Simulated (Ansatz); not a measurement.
Base system: Cr in the simple cubic structure (space group Pm-3m, No. 221; a = 2.340 Å; not spin-polarised; a hypothetical phase, not in the database extracts checked; relaxed with 0.1 eV smearing). Axes: x, y, z lie along the cube axes.

(Cell as relaxed with PBE.)

Levels (all Ansatz, a program for electronic structure, PAW): PBE (420 eV, spin-orbit coupling left out); PBEsol (420 eV, no SOC).

Each level relaxes its own structure.

```tsv
base	PBE	PBEsol
volume per atom	12.82 Å³	12.30 Å³
lattice parameter a	2.340 Å	2.308 Å
band gap	zero	zero
```

Perturbation: compressive biaxial strain of 4.52 % in the plane normal to [001], as in epitaxy on a mismatched substrate; the out-of-plane cell vector and the atoms relax.

```json
[
 {"quantity": "mean in-plane stress (compression positive)", "PBE": "+24.9 GPa", "PBEsol": "+26.2 GPa"},
 {"quantity": "ratio −ε⊥/ε∥", "PBE": "0.49", "PBEsol": "0.55"},
 {"quantity": "energy relative to the base (free energy F)", "PBE": "+85 meV/atom", "PBEsol": "+87 meV/atom"}
]
```

PBE's in-plane stress lies 1.3 GPa below PBEsol's; PBE's ratio −ε⊥/ε∥ lies 0.065 below PBEsol's; PBE's energy relative to the base lies 2.2 meV/atom below PBEsol's. Neither level is exact; PBEsol is the comparison here, not a measurement.

No phonon test of stability was made. Starting moments died away, wholly or in part, for the base; another magnetic solution may exist. All final runs are without spin polarisation.
